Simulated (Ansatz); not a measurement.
Start from Re in the hcp (Mg type) structure (space group P6_3/mmc, No. 194; a = 2.7751 Å, c = 4.4830 Å).

(Cell as relaxed with PBE.)

Levels (all Ansatz, a program for electronic structure, PAW): PBE (420 eV, scalar-relativistic without spin-orbit coupling); r2SCAN (500 eV, no spin-orbit coupling).

Each level relaxes its own structure.

| base | PBE | r2SCAN |
|---|---|---|
| volume per atom | 14.95 Å³ | 14.70 Å³ |
| lattice parameter a | 2.775 Å | 2.758 Å |
| band gap | zero | zero |

One thing is altered: a negative pressure, −1 GPa.

| quantity | PBE | r2SCAN |
|---|---|---|
| volume per atom | 14.99 Å³ | 14.74 Å³ |
| c/a ratio | 1.615 | 1.618 |

PBE's volume per atom lies 0.255 Å³ above r2SCAN's (1.7 %); PBE's c/a ratio lies 0.003 below r2SCAN's. Neither level is exact; r2SCAN is the comparison here, not a measurement.

Load acts through the strain it causes; cell and atoms are relaxed under it. No phonon test of stability was made. The final runs are not spin-polarised.
